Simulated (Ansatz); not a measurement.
Results of r²SCAN-D4 in Ansatz (plane waves, PAW) for cubic perovskite CsPbBr₃ (cubic high-temperature phase).

Numerical settings: plane-wave cutoff 500 eV, 8×8×8 k mesh, gaussian smearing 0.02 eV, scalar-relativistic PAW data made under PBE.

Computed at the level's own relaxed cell.

Q: Estimate the volume per atom, equilibrium lattice constant a and band gap that the calculation returns.

A: 
* **volume per atom**: 41.32 Å³/atom
* **equilibrium lattice constant a**: 5.912 Å
* **band gap**: 1.98 eV (on the SCF k mesh)

Note: the relaxation could not lower the start's symmetry, so the cell can be a saddle point above a distorted one.

Spin–orbit coupling is not included; with these elements it can move the gap by several tenths of an eV or more.

Static lattice: no zero-point or thermal effects.

Ansatz is an electronic-structure program.
